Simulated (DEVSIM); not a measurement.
System: abrupt GaP p-n junction, at 350 K.

Layer 1 from the left is GaP, thickness (μm) 8.90, Na (cm⁻³) 7.5e15, τn (s) 1.7e-7, τp (s) 1.7e-7. Layer 2 from the left is GaP, thickness (μm) 3.80, Nd (cm⁻³) 2e17, τn (s) 1.7e-7, τp (s) 1.7e-7.

Left contact: ohmic. Right contact: ohmic. Voltage is applied to the left contact. Recombination: SRH at mid-gap, radiative. Mobility is μmin + (μ − μmin)/(1 + (N/Nref)^α).

This is a model device: material constants are rounded textbook-type values typed into the input, and sizes, dopings and lifetimes were drawn at random. Values at 300 K; Nc and Nv go as T^1.5, mobilities as T to minus their exponent, the gap by Varshni's rule with the affinity fixed.

GaP: gap (eV) 2.26, affinity (eV) 3.8, permittivity 11.1, Nc (cm⁻³) 1.8e19, Nv (cm⁻³) 1.9e19, μn (cm²/Vs) 250, μp (cm²/Vs) 150, μn,min 10, μp,min 10, Nref,n 4.4e18, Nref,p 1e18, αn 0.8, αp 0.85, T exponent of μn 1.6, T exponent of μp 1.98, B (cm³/s) 1e-13, Varshni α (eV/K) 0.00058, Varshni β (K) 372.

DEVSIM, 1D drift-diffusion, Boltzmann statistics, complete ionisation; no tunnelling, impact ionisation, image-force lowering or self-heating.

Dark forward current:

```
|V| (V)  |J| (A/cm²)
-------  -----------
0.25       1.170e-13
0.50       8.202e-12
0.70       2.479e-10
0.75       5.830e-10
0.80        1.373e-9
0.85        3.240e-9
0.90        7.659e-9
0.95        1.816e-8
1.00        4.319e-8
1.05        1.033e-7
1.10        2.489e-7
1.15        6.086e-7
1.20        1.527e-6
1.25        4.015e-6
1.30        1.143e-5
1.35        3.663e-5
1.40       0.0001350
1.45       0.0005674
1.50        0.002622
1.55         0.01283
1.60         0.06448
1.65          0.3226
1.70           1.501
1.75           5.834
1.80           18.08
1.85           45.63
```

**Question.** Work out the local ideality factor n = ΔV / (kT/q · ln(J2/J1)) between the rows 0.25 and 0.50 V, 1.55 and 1.60 V, 1.80 and 1.85 V.

**Answer.** kT/q = 30.16 mV. From 0.25 to 0.50 V: ln(8.202e-12/1.170e-13) = 4.250, n = 1.95, near the 2 of recombination in the depletion region. From 1.55 to 1.60 V: ln(0.06448/0.01283) = 1.615, n = 1.03, near the 1 of diffusion or emission over a barrier. From 1.80 to 1.85 V: ln(45.63/18.08) = 0.926, n = 1.79.

**Question.** Estimate the current at 1.55 V from the Shockley equation with J0 = Σ q ni² D/(N L) coth(W/L), τ joining the SRH, radiative and Auger lifetimes that are on, and W taken as the whole layer.

**Answer.** ni² = 3090000 cm⁻⁶; electrons in the p layer: μ = 194 cm²/Vs, D = 5.86 cm²/s, τ = 1.70e-7 s, L = 9.98 μm, W/L = 0.89, term 5.44e-25 A/cm²; holes in the n layer: μ = 89.6 cm²/Vs, D = 2.70 cm²/s, τ = 1.69e-7 s, L = 6.77 μm, W/L = 0.56, term 1.94e-26 A/cm². J0 = 5.64e-25 A/cm², and J = J0 exp(qV/kT) = 0.0118 A/cm². The simulation gives 0.0128 A/cm²; the estimate lies 8.3 % below. The estimate leaves out recombination in the depletion region and that region's share of W.
